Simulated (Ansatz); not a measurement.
The reference is PbSe in the rock salt structure (space group Fm-3m, No. 225).

```yaml
crystal:
  lattice:
    - [0.00000, 3.08885, 3.08885]
    - [3.08885, 0.00000, 3.08885]
    - [3.08885, 3.08885, 0.00000]
  atoms:
    - { symbol: Se, position: [0.00000, 0.00000, 0.00000] }
    - { symbol: Pb, position: [0.50000, 0.50000, 0.50000] }
```

Cartesian axes are those of the cell as printed.

Method: DFT with r2SCAN, PAW potentials and a 500 eV plane-wave cutoff in Ansatz (a program for electronic structure), no SOC, earlier PAW set.

Strains are applied to the cell and any free atomic positions relax; under biaxial strain the out-of-plane vector relaxes too.

One change was made to it. Results:

The valley order (the lowest conduction-band minima on the path, energy above the VBM, named in the base's zone) changes from L along ⟨111⟩ 0.67 eV; a point along ⟨110⟩, about 0.6 Å⁻¹ from Γ 1.47 eV to L along [1-11] 0.34 eV; L along [111] 0.48 eV; L along [11-1] 0.55 eV; L along [1-1-1] 0.64 eV; the shortest interatomic distance falls by 0.029 Å, from 3.089 Å to 3.060 Å; the energy goes up by 4.4 meV/atom.

Problem. Which change produced these results?
(A) biaxial strain +3.29 %, plane normal [111], relaxed out of plane
(B) biaxial strain +0.74 %, plane normal [001], relaxed out of plane
(C) isotropic strain +2.00 %
(D) strain tensor (xx, yy, zz, yz, xz, xy) = (+0.09, −0.95, −0.35, +1.18, −1.78, +0.38) %
(E) uniaxial strain ε_zz = −4.93 %

Solution. D, strain tensor (xx, yy, zz, yz, xz, xy) = (+0.09, −0.95, −0.35, +1.18, −1.78, +0.38) %. For comparison, the valley order in the other runs: isotropic strain +2.00 % gives L along ⟨111⟩ 0.85 eV; a point along ⟨110⟩, about 0.6 Å⁻¹ from Γ 1.59 eV; a point along ⟨100⟩, about 0.4 Å⁻¹ from Γ 2.28 eV; biaxial strain +3.29 %, plane normal [111], relaxed out of plane gives L along [111] 0.36 eV; L along [1-11] 0.72 eV; a point along [01-1], about 0.6 Å⁻¹ from Γ 1.62 eV; biaxial strain +0.74 %, plane normal [001], relaxed out of plane gives L along [1-1-1] 0.71 eV; a point along [1-10], about 0.6 Å⁻¹ from Γ 1.50 eV; a point along [100], about 0.4 Å⁻¹ from Γ 2.21 eV; uniaxial strain ε_zz = −4.93 % gives L along [1-11] 0.41 eV; a point along [1-10], about 0.6 Å⁻¹ from Γ 1.29 eV.

Spin-orbit coupling, missing from the scalar runs, can matter with Pb. The levels and masses belong to the bands next to the band gap. Stability against distortions was not tested.
